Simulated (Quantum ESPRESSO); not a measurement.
Troubleshooting Quantum ESPRESSO: a failed run on Tl₂CdSnTe₄ (P1, 8 atoms in the cell). The aim is a self-consistent single point with DFT, PBEsol, plane waves, GBRV 1.5 ultrasoft (PBESOL) pseudopotentials.

The input file:

```fortran
&control
   calculation = 'scf'
   prefix = 'tl2cdsnte4'
   outdir = './tmp/'
   pseudo_dir = './'
   tprnfor = .true.
   tstress = .true.
/
&system
   ibrav = 0
   nat = 8
   ntyp = 4
   ecutwfc = 40
   ecutrho = 200
   occupations = 'smearing'
   smearing = 'marzari-vanderbilt'
   degauss = 0.019992
/
&electrons
   conv_thr = 1.0d-9
   mixing_beta = 0.7
/
ATOMIC_SPECIES
Tl   204.3800  tl_pbesol_v1.2.uspp.F.UPF
Cd   112.4140  cd_pbesol_v1.uspp.F.UPF
Sn   118.7100  sn_pbesol_v1.4.uspp.F.UPF
Te   127.6000  te_pbesol_v1.uspp.F.UPF
ATOMIC_POSITIONS crystal
Tl    0.4961600000    0.0019880000    0.5038020000
Tl    0.0055670000    0.5075150000    0.5051220000
Cd    0.5014820000    0.4991720000    0.0013590000
Sn    0.0041440000    0.0022600000    0.0000470000
Te    0.4156170000    0.4137260000    0.3589070000
Te    0.5743230000    0.9386250000   -0.0065990000
Te    0.0575620000    0.0585290000    0.6367560000
Te    0.9451450000    0.5781870000    0.0006060000
K_POINTS automatic
3 3 2  0 0 0
```

Output (repeated stretches shortened):

```
 %%%%%%%%%%%%%%%%%%%%%%%%%%%%%%%%%%%%%%%%%%%%%%%%%%%%%%%%%%%%%%%%%%%%%%%%%%%%%%
     Error in routine cell_base_init (1):
     ibrav=0: must read cell parameters
 %%%%%%%%%%%%%%%%%%%%%%%%%%%%%%%%%%%%%%%%%%%%%%%%%%%%%%%%%%%%%%%%%%%%%%%%%%%%%%

     stopping ...
```

**Question.** From the messages shown, name the fault and mend the input.

**Answer.** The fault is no cell vectors for a free lattice. A free lattice needs its vectors. To fix it, add the cell. The program stopped before any SCF iteration.

An input that runs soundly differs in these lines (not the only fix; some lines may just follow from the change or write a value another way):
```diff
+CELL_PARAMETERS angstrom
+  -4.2125000000     4.2125000000     3.6085500000
+   4.2125000000    -4.2125000000     3.6085500000
+   4.2125000000     4.2125000000    -3.6085500000
```

With that input, the run converged in 11 iterations: free energy E − TS -9098.2034 eV; Fermi level (on the code's own zero) 6.89 eV; pressure -0.63 GPa; largest force (vector length) 0.595 eV/Å (DFT, PBEsol, plane waves, GBRV 1.5 ultrasoft (PBESOL) pseudopotentials).

On the sound input: the starting cell comes from a database of published, mostly measured structures (it also holds non-ambient and calculated ones), without a prior relaxation at this level. Its atoms were displaced at random from the sites of space group no. 121. The run gives no clean gap (levels at the Fermi energy touch, overlap or are partly filled at this smearing), which alone does not show that the compound is a metal. Without a gap this mesh is coarse (it stands for a supercell whose shortest vector is 14 Å).
